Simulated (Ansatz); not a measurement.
Defect: interstitial O in 2H silicon carbide, neutral cell. Level of theory: PBE, PAW (plane waves to 420 eV; Ansatz, a quantum-chemistry and plane-wave program).

Settings: 72 host sites, the relaxed PBE lattice, the Γ point alone, smearing 0.01 eV, spin-restricted, no image-charge correction. Energies are static. The host's phase is taken as given; its stability against other phases was not computed. The charge state is imposed; whether it is stable for some Fermi level was not computed. Sites that were not tried may lie lower. The start lies 0.36 eV above the lowest site run (PBE). The order of the sites in energy changes with the mesh.

Barriers: single points on a 2×2×2 k-point mesh shifted by half a step along c at the bands' geometries (they differ from the bands' own by up to 0.38 eV, and are uncertain by about as much).

The step: several atoms move together, O the farthest. Atoms about the jump, Cartesian Å from the middle of the jump, before and after:

```tsv
atom	x0	y0	z0	x1	y1	z1
O1	0.06	-0.32	0.49	-0.06	0.32	-0.49
C2	0.79	0.85	0.16	0.51	0.66	0.76
Si3	0.53	0.70	-1.70	0.37	0.58	-2.05
Si4	-1.42	-0.53	1.09	-1.12	-0.28	1.04
C5	-1.06	-0.25	-2.17	-1.22	-0.34	-2.41
C6	-1.23	-2.23	0.34	-1.11	-2.04	0.32
C7	-2.65	0.59	0.34	-2.63	0.61	0.32
Si8	2.10	-0.24	0.92	2.07	-0.30	1.05
Si9	0.44	2.46	0.96	0.47	2.48	1.05
Si10	-1.11	-2.06	-1.56	-1.13	-2.06	-1.61
Si11	-2.63	0.61	-1.58	-2.66	0.59	-1.61
C12	2.03	-0.28	-2.26	1.99	-0.29	-2.28
C13	0.45	2.46	-2.29	0.43	2.41	-2.28
C14	1.98	-2.04	0.32	1.98	-2.04	0.32
C15	-1.12	3.29	0.32	-1.09	3.28	0.32
C16	-1.20	-0.32	2.93	-1.16	-0.31	2.94
Si17	1.98	-2.05	-1.60	1.97	-2.06	-1.60
Si18	-1.10	3.30	-1.60	-1.11	3.28	-1.60
Si19	0.42	-2.94	0.95	0.44	-2.95	0.94
Si20	-2.65	2.38	0.96	-2.65	2.39	0.94
```

Q: Predict the transition state.

A: 
```json
[
 {"atom": "O1", "x": "-0.17", "y": "0.25", "z": "-0.25"},
 {"atom": "C2", "x": "0.84", "y": "0.83", "z": "0.56"},
 {"atom": "Si3", "x": "0.34", "y": "0.54", "z": "-1.85"},
 {"atom": "Si4", "x": "-1.27", "y": "-0.39", "z": "0.92"},
 {"atom": "C5", "x": "-1.22", "y": "-0.36", "z": "-2.36"},
 {"atom": "C6", "x": "-1.13", "y": "-2.11", "z": "0.31"},
 {"atom": "C7", "x": "-2.69", "y": "0.60", "z": "0.31"},
 {"atom": "Si8", "x": "2.13", "y": "-0.29", "z": "1.03"},
 {"atom": "Si9", "x": "0.51", "y": "2.52", "z": "1.03"},
 {"atom": "Si10", "x": "-1.16", "y": "-2.11", "z": "-1.62"},
 {"atom": "Si11", "x": "-2.70", "y": "0.57", "z": "-1.62"},
 {"atom": "C12", "x": "1.94", "y": "-0.30", "z": "-2.22"},
 {"atom": "C13", "x": "0.40", "y": "2.36", "z": "-2.22"},
 {"atom": "C14", "x": "1.98", "y": "-2.05", "z": "0.33"},
 {"atom": "C15", "x": "-1.09", "y": "3.26", "z": "0.33"},
 {"atom": "C16", "x": "-1.11", "y": "-0.29", "z": "2.80"},
 {"atom": "Si17", "x": "1.95", "y": "-2.08", "z": "-1.58"},
 {"atom": "Si18", "x": "-1.13", "y": "3.25", "z": "-1.58"},
 {"atom": "Si19", "x": "0.44", "y": "-2.96", "z": "0.95"},
 {"atom": "Si20", "x": "-2.64", "y": "2.38", "z": "0.95"}
]
```
It lies 0.76 eV above the start and 1.13 eV above the end. The saddle point's order was not checked, and it lies on a symmetry element of the cell, where a band can be held.
